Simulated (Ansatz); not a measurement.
Migration barriers: N-vacancy pair in 3C silicon carbide, charge state +1

Consider N-vacancy pair (N on one host C site, one C site vacant) in 3C silicon carbide, charge state +1. Method: PBE, PAW (plane waves to 420 eV; Ansatz, a program for electronic structure).

64-site cell at the relaxed PBE lattice, a 2×2×2 k-point mesh shifted by half a step, smearing 0.01 eV, spin-restricted, no finite-size correction. No zero-point or tunnelling terms. The charge state is imposed; whether it is stable for some Fermi level was not computed. Forms of the defect that were not tried may lie lower. On the k-point mesh the defect's levels are only partly filled at one site or more.

Barriers: single points on a 3×3×3 k-point mesh shifted by half a step at the bands' geometries.

```
Route                                                                                             Start site over the lowest site run (eV)  Hop (Å)  Forward barrier (eV)  Backward barrier (eV)     Neighbours at the start                            Neighbours at the saddle  Saddle order  Forward, on the band's own sampling (eV)
------------------------------------------------------------------------------------------------  ----------------------------------------  -------  --------------------  ---------------------  --------------------------  --------------------------------------------------  ------------  ----------------------------------------
a nearby C atom hops onto the vacant site (N-vacancy distance between ideal sites 3.10 → 5.36 Å)                                      0.00     3.20                  3.90                   3.80  3 Si at 1.88, Si at 1.89 Å  Si at 1.82, 2 Si at 2.05, Si at 2.25, Si at 2.32 Å   first order                                      3.92
```

Paths come from climbing-image nudged elastic band runs.   A further band (a nearby C atom hops onto the vacant site (N-vacancy distance between ideal sites 3.10 Å throughout), 3.01 Å) gave 3.27 eV forward on its own sampling, 3.27 eV above the lowest site run, but a shoulder points to a second hump between its images, so it is not taken as a result. A further band (direct exchange of N with the vacancy (N-vacancy distance between ideal sites 3.10 Å throughout), 3.25 Å) gave 3.30 eV forward on its own sampling, 3.30 eV above the lowest site run, but a shoulder points to a second hump between its images, so it is not taken as a result. A further band (a nearby C atom hops onto the vacant site (N-vacancy distance between ideal sites 3.10 → 4.38 Å), 3.12 Å) gave 3.99 eV forward on its own sampling, 3.99 eV above the lowest site run, but at one of its points the charge lies in the host's bands or the defect's levels are part-filled, so it is not taken as a result.
